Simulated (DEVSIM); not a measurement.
System: Schottky contact on n-type Ge, at 300 K.

Layer 1 from the left is Ge, thickness (μm) 4.00, Nd (cm⁻³) 3.1e16, τn (s) 8.7e-5, τp (s) 8.7e-5.

Left contact: Schottky, work function 4.31 eV, emission velocity 8.7e6 cm/s. Right contact: ohmic. Voltage is applied to the left contact. Recombination: SRH at mid-gap. Mobility is constant in doping.

This is a model device: material constants are rounded textbook-type values typed into the input, and sizes, dopings and lifetimes were drawn at random. Values at 300 K.

Ge: gap (eV) 0.664, affinity (eV) 4, permittivity 16, Nc (cm⁻³) 1.04e19, Nv (cm⁻³) 6e18, μn (cm²/Vs) 3900, μp (cm²/Vs) 1900.

Estimate by hand the built-in potential, the peak field at zero bias, and compare with a numerical solution.


- Built-in potential: barrier φB = 0.310 eV; Vbi = φB − kT/q ln(N_band/N) = 0.160 V; numerical 0.160 V.
- Peak field at zero bias: depletion approximation: W = √(2εVbi/(qN)) = 0.0954 μm with N = 3.10e16 cm⁻³; field = 2Vbi/W = 33500 V/cm; numerical 30500 V/cm (estimate above by 9.8 %).

DEVSIM, 1D drift-diffusion, Boltzmann statistics, complete ionisation; no tunnelling, impact ionisation, image-force lowering or self-heating. Metal contacts follow the ideal Schottky-Mott rule: no Fermi-level pinning, no interface dipoles.
